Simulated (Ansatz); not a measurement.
Output of an Ansatz run (abridged):

```
WARN the atoms were moved onto the symmetric positions of the space group found under crystal.symmetry.tolerance 1.0e-5 (fractional …
WARN ansatz: RAYON_NUM_THREADS=1 ignored (pool sized by the plan → 1); use --threads N
Pseudopotentials: kind: paw
Pseudopotential: Sc, paw, valence charge 11
Pseudopotential: Al, paw, valence charge 3
Crystal: 6 atoms, lattice volume = 126.584 Å³
Basis set: ecut = 420 eV, 2451 PW (Γ)
Bands: 31, of which v1, the nominal top of the filled ones, is band 25 counted from 1 (24 counted from 0)
Symmetry: 24 space group operations
Space group: P63/mmc (ITA 194), of the structure as read, at distance tolerance 5.0e-5 Å
k-points: 40 of 384
PAW frozen core: Sc, regenerated for the run's functional, and the local potential with it
PAW frozen core: Al, regenerated for the run's functional, and the local potential with it
Initial density: superposition of atomic densities (neutral atoms: chi_scale 0, normalization atom), corrected by the library's trained network
Initial wavefunctions: pseudopotential atomic-orbital guess
Eigensolver: davidson
Functional: x = slater, c = lda
SCF iter   1: F=—  HF=-9384.028081 eV  |F-HF|=—  |Δ(HF+E_count)|=         —  Δρ=4.74e-3  dr2=2.47e-2  ethr=1.77e-3  ⟨swp⟩=5.8  Hψ=5354  notcnv=0
all-band conjugate gradients solve this SCF's bands
preconditioner: auto → Kerker (q_TF=auto, 2.337 Å⁻¹)
SCF iter   2: F=—  HF=-9384.024625 eV  |F-HF|=—  |Δ(HF+E_count)|=   3.46e-3  Δρ=2.46e-3  dr2=5.62e-3  ethr=4.94e-5  ⟨swp⟩=1.6  Hψ=1668  notcnv=0
SCF iter   3: F=—  HF=-9384.024331 eV  |F-HF|=—  |Δ(HF+E_count)|=   2.94e-4  Δρ=5.58e-4  dr2=3.40e-4  ethr=1.12e-5  ⟨swp⟩=2.0  Hψ=1440  notcnv=0
SCF iter   4: F=—  HF=-9384.024302 eV  |F-HF|=—  |Δ(HF+E_count)|=   2.92e-5  Δρ=6.73e-5  dr2=5.16e-6  ethr=6.79e-7  ⟨swp⟩=1.7  Hψ=1308  notcnv=0
SCF iter   5: F=—  HF=-9384.024301 eV  |F-HF|=—  |Δ(HF+E_count)|=   7.18e-7  Δρ=1.15e-5  dr2=1.09e-7  ethr=1.03e-8  ⟨swp⟩=2.0  Hψ=1607  notcnv=0
SCF iter   6: F=-9384.024301 eV  HF=-9384.024301 eV  |F-HF|=4.73e-10  |Δ(HF+E_count)|=   1.19e-8  Δρ=2.46e-6  dr2=6.23e-9  ethr=2.00e-10  ⟨swp⟩=5.1  Hψ=4246  notcnv=0
SCF 1 converged in 6 iterations: F = -9384.024301 eV  dr2 = 6.23e-9
SCF converged after 6 iterations
Free energy (F): -9384.024301 eV
Harris-Foulkes:  -9384.024301 eV  (|F-HF|=4.73e-10)
Internal energy: -9383.789783 eV  (E = F + TS)
E sigma→0 (E₀):  -9383.907042 eV
Entropy (-TS):   -0.234518 eV (-39.086 meV/atom)
Fermi energy:    8.928110 eV
--- Per-component energies (eV) ---
  E_band       = -652.141592
  E_kinetic    = 1087.698522
  E_local      = -3623.587906  (includes V_loc(G=0)·N_el)
  E_nonlocal   = 369.094816
  E_hartree    = 1281.718029
  E_xc         = -490.491043
  E_vxc        = -571.921442  (∫ρ·V_xc dr)
  E_paw        = -4526.847583  (= ΣΔE_a)
  E_vpaw       = -476.860098  (= ΣTr[D̂ρ^β])
  E_aug_tail   = 0.000031  (compensation charges beyond the density's cutoff)
  E_ewald      = -3482.705773
  E_core_change = 1.331124  (= ΣΔE_core)
  E_smearing   = -0.234518  (= −TS)
  E_closure    = 0.000000  (closes the sum)
  Σ components = -9384.024301   (vs F -9384.024301, Δ=0.00e0)
--- Forces (eV/Å), atoms counted from 1 ---
  atom   1  Sc    -0.00000000    -0.00000000    -0.00000000
   [... zero for the other atoms too ...]
  max |Σ_I F_I| component: 1.45e-18 eV/Å
--- Stress (GPa, compression-positive) ---
       -3.974067      -0.000000      -0.000000
        0.000000      -3.974067       0.000000
       -0.000000       0.000000      -3.931386
  P = ⅓ Tr σ = -3.9598 GPa (-39.598 kbar)
  The stress holds the Pulay correction. Without it, at fixed plane waves, as pw.x and ABINIT print it: P = -3.9818 GPa
--- Band table (eV; the first three rows and the last of 40) ---
  k-point 0: bands = ["-40.0226", "-39.9643", "-39.9215", "-39.9084", "-19.0794", "-19.0314", "-19.0314", "-18.8933", "-18.8933", "-18.8858", "-18.8858", "-18.8355", "-18.8300", "-18.7807", "-18.7807", "-18.6758", "1.8691", "4.6054", "6.2788", [...]
  k-point 1: bands = ["-40.0192", "-39.9693", "-39.9195", "-39.9088", "-19.0554", "-19.0258", "-19.0258", "-18.9226", "-18.9226", "-18.8587", "-18.8587", "-18.8346", "-18.8328", "-18.7841", "-18.7841", "-18.6993", "1.9869", "4.2374", "6.6070", [...]
  k-point 2: bands = ["-40.0097", "-39.9815", "-39.9157", "-39.9100", "-19.0098", "-19.0098", "-18.9907", "-18.9553", "-18.9553", "-18.8534", "-18.8321", "-18.8321", "-18.8241", "-18.7940", "-18.7940", "-18.7569", "2.3307", "3.5461", "7.2367", [...]
  k-point 39: bands = ["-39.9859", "-39.9859", "-39.9224", "-39.9224", "-19.0430", "-19.0430", "-18.9803", "-18.9803", "-18.9222", "-18.9222", "-18.8323", "-18.8323", "-18.7944", "-18.7944", "-18.7414", "-18.7414", "4.2401", "4.2401", "5.9594", [...]
```

The structure:

```xyz
6
Lattice="4.8779 0.0000 0.0000 -2.4390 4.2244 0.0000 0.0000 0.0000 6.1429" Properties=species:S:1:pos:R:3 pbc="T T T"
Sc     0.0000     0.0000     0.0000
Sc     0.0000     0.0000     3.0715
Sc     0.0000     2.8163     4.6072
Sc     2.4390     1.4081     1.5357
Al     0.0000     2.8163     1.5357
Al     2.4390     1.4081     4.6072
```

Q: Write an input that gives this output.

A: Other spellings and defaults could give the same log, and not every line can be read from it. The input that was run (DFT, LDA (PW92), plane waves, default PAW files made with PBE):

Ansatz 0.2 input:
```yaml
crystal:
  lattice:
    - [4.877932, 0.000000, 0.000000]
    - [-2.438966, 4.224414, 0.000000]
    - [0.000000, 0.000000, 6.142936]
  atoms:
    - { symbol: Sc, position: [0.000000, 0.000000, 0.000000] }
    - { symbol: Sc, position: [0.000000, 0.000000, 0.500000] }
    - { symbol: Sc, position: [0.333333, 0.666667, 0.750000] }
    - { symbol: Sc, position: [0.666667, 0.333333, 0.250000] }
    - { symbol: Al, position: [0.333333, 0.666667, 0.250000] }
    - { symbol: Al, position: [0.666667, 0.333333, 0.750000] }
basis:
  ecutwfc: 420.0
kpoints:
  mp_grid:
    grid: [8, 8, 6]
hamiltonian:
  xc: lda
  pseudopotentials:
    kind: paw
scf:
  occupations:
    method: fermi_dirac
    width: 0.1
output:
  forces: true
  eigenvalues: true
  stress: true
```

The starting cell comes from a database of computed structures (which also holds hypothetical and non-ambient phases and stackings), without a prior relaxation at this level. Its lattice was rescaled by up to half a per cent. With a pressure of about -4 GPa the cell is away from its equilibrium volume at this level. Ansatz's pressure includes its estimate of the finite-basis (Pulay) stress.

Ansatz is a first-principles code.
